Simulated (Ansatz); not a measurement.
## Pressure series in NbN

The reference is NbN in the rock salt structure (space group Fm-3m, No. 225).

```xyz
2
Lattice="0.0000 2.2106 2.2106 2.2106 0.0000 2.2106 2.2106 2.2106 0.0000" Properties=species:S:1:pos:R:3 pbc="T T T"
N      0.0000     0.0000     0.0000
Nb     2.2106     2.2106     2.2106
```

Cell and atoms are relaxed at each pressure.

Method: PBE in Ansatz (plane waves to 420 eV, PAW, no spin-orbit coupling), earlier PAW set.

Two rows of this table had their results exchanged by mistake.

| pressure | volume per atom (Å³) | shortest distance (Å) | band gap |
|---|---|---|---|
| pressure −2 GPa | 10.87 | 2.215 | zero |
| pressure −1 GPa | 10.84 | 2.213 | zero |
| pressure 3 GPa | 10.70 | 2.204 | zero |
| pressure 7 GPa | 10.57 | 2.195 | zero |
| pressure 15 GPa | 10.33 | 2.178 | zero |
| pressure 30 GPa | 8.78 | 2.063 | zero |
| pressure 50 GPa | 9.54 | 2.121 | zero |
| pressure 75 GPa | 9.12 | 2.090 | zero |
| pressure 100 GPa | 9.96 | 2.151 | zero |

Problem. Which two?

Solution. The rows for pressure 30 GPa and pressure 100 GPa: the volume has to fall steadily with pressure, so 9.96 Å³ belongs to pressure 30 GPa and 8.78 Å³ to pressure 100 GPa.

Load acts through the strain it causes; cell and atoms are relaxed under it. Stability against distortions was not tested. No other phases were tried under pressure. The final runs are not spin-polarised.

Ansatz is an electronic-structure program.
